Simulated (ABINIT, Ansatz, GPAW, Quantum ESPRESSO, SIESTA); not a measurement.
## Te3Au (P4/mmm, 4 atoms in the cell) computed with different codes at matched settings

Self-consistent single point.

```yaml
crystal:
  lattice:
    - [3.10260, 0.00000, 0.00000]
    - [0.00000, 3.10260, 0.00000]
    - [0.00000, 0.00000, 12.93947]
  atoms:
    - { symbol: Te, position: [0.00000, 0.00000, 0.20249] }
    - { symbol: Te, position: [0.00000, 0.00000, 0.79751] }
    - { symbol: Te, position: [0.00000, 0.00000, 0.50000] }
    - { symbol: Au, position: [0.00000, 0.00000, 0.00000] }
```

Shared settings, as Ansatz (a program for electronic structure) writes them: kpoints.mp_grid.grid = 3 3 1; scf.occupations.method = gaussian; scf.occupations.width = 0.1 eV. Potentials and cutoffs stand in the table.

```tsv
code	model	pressure (GPa)	largest force (eV/Å)	cutoff
Ansatz	PBEsol, PAW files made with PBE	-4.69	0.082	default
GPAW	PBEsol, GPAW PAW datasets PBEsol (made by gpaw-setup)	-4.84	0.126	550 eV
ABINIT	PBEsol, norm-conserving pseudopotentials (PseudoDojo nc-sr-04 PBEsol standard)	-4.74	0.077	41 Ha
Quantum ESPRESSO	PBEsol, GBRV 1.5 ultrasoft (PBESOL) pseudopotentials	-4.60	0.238	40 Ry
SIESTA	GGA PBEsol, numerical atomic orbitals DZP, PseudoDojo PBEsol standard norm-conserving potentials (rewritten from UPF to PSML)	-3.36	0.474	grid 300 Ry
```

On Ansatz's run: spin-orbit coupling is off.

The spread over the programs that give each value: pressure within 1.48 GPa; largest force within 0.397 eV/Å.

SIESTA uses small atom-centred bases, whose incompleteness enters pressures, forces and empty levels differently from a plane-wave cutoff. Ansatz's pressure is given at a fixed set of plane waves, as the other plane-wave codes print theirs; with its correction for the finite basis it is -4.66 GPa. In the pressure, SIESTA (by 1.35) lies more than 1 GPa from the median of the plane-wave programs. In the force vectors, Quantum ESPRESSO (by 0.134) and SIESTA (by 0.369) lie more than 0.08 eV/Å from the median of the plane-wave programs.

On the base mesh (7 7 2) the same programs gave: Ansatz pressure -1.89 GPa; Quantum ESPRESSO pressure -1.70 GPa; ABINIT pressure -1.95 GPa; GPAW pressure -2.02 GPa; SIESTA pressure -0.52 GPa.

The values differ from the base mesh's, so the mesh still matters here: the table compares the programs at equal settings.

The starting cell comes from a database of computed structures (which also holds hypothetical and non-ambient phases and stackings), without a prior relaxation at this level.

Left out of this page: CP2K (on another mesh); Elk (not drawn, or without a comparable value); FLEUR (with a known weakness of the program).

Keys are those of Ansatz 0.2.
